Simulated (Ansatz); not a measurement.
# Response to strain in SnSe2

Take SnSe2 in the CdI2 type structure (space group P-3m1, No. 164; a = 3.840 Å, c = 6.007 Å; layered, stacked along the Cartesian z axis) as the base.

Strains are applied to the cell and any free atomic positions relax.

All numbers come from DFT with PBE-D3(BJ), PAW potentials and a 420 eV plane-wave cutoff in Ansatz (a quantum-chemistry and plane-wave program), without spin-orbit coupling.

Notes on the quantities. energy relative to the base: free energy F.

```tsv
case	smallest direct gap	band gap	energy relative to the base
base	0.82 eV	0.36 eV	0 meV/atom
isotropic strain −2.50 %	1.10 eV	0.19 eV	+20 meV/atom
isotropic strain −2.00 %	1.05 eV	0.23 eV	+13 meV/atom
isotropic strain −1.50 %	0.99 eV	0.26 eV	+7.0 meV/atom
isotropic strain −1.00 %	0.93 eV	0.30 eV	+3.0 meV/atom
isotropic strain +0.50 %	0.77 eV	0.39 eV	+0.7 meV/atom
isotropic strain +1.00 %	0.71 eV	0.41 eV	+2.8 meV/atom
isotropic strain +1.50 %	0.66 eV	0.44 eV	+6.2 meV/atom
isotropic strain +2.50 %	0.55 eV	0.47 eV	+16 meV/atom
isotropic strain +3.00 %	0.50 eV	0.45 eV	+23 meV/atom
```

Whether these cells are dynamically stable was not tested. The zero or small gap of SnSe2 under isotropic strain −2.50 %, SnSe2 under isotropic strain −2.00 %, SnSe2 under isotropic strain −1.50 % and SnSe2 under isotropic strain −1.00 % can change with the level of theory.
